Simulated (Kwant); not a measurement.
Device: six-terminal Hall bar in a CdTe two-dimensional gas. Effective mass 0.096 mₑ, grid spacing 7.7 nm, hard walls, nominal width 200 nm (25 grid rows, so walls 200.2 nm apart), one parabolic valley, scattering region 520 nm long along x; energies count from the band bottom; Fermi energy 0.00299 eV. Four side probes 100 nm wide, two on each edge; current runs along x; the sign of the Hall resistance is a convention. Perpendicular field swept from 0.20662 to 4.2151 T, also in the leads; orbital effect alone.

Constants are typed, rounded textbook-type inputs, not results; the design itself was drawn at random and stands for no fabricated device.

Kwant, effective-mass tight-binding model on a square grid, one spin, coherent transport at 0 K. Resistances are in h/e².

Problem. How many Landau levels lie under the Fermi energy, and what Hall resistance follows, at 2.99 meV and 1.09 T; 2.99 meV and 2.45 T; 2.99 meV and 3.13 T; 2.99 meV and 3.47 T?

Solution. ħωc = ħeB/m = 1.21 meV a tesla; levels lie at (n + ½)ħωc. E/ħωc = 2.28 gives 2 levels and h/(2e²) = 0.500; simulated 0.500. E/ħωc = 1.01 gives 1 level and h/(1e²) = 1.000; simulated 1.000. E/ħωc = 0.79 gives 1 level and h/(1e²) = 1.000; simulated 1.000. E/ħωc = 0.72 gives 1 level and h/(1e²) = 1.000; simulated 1.000.
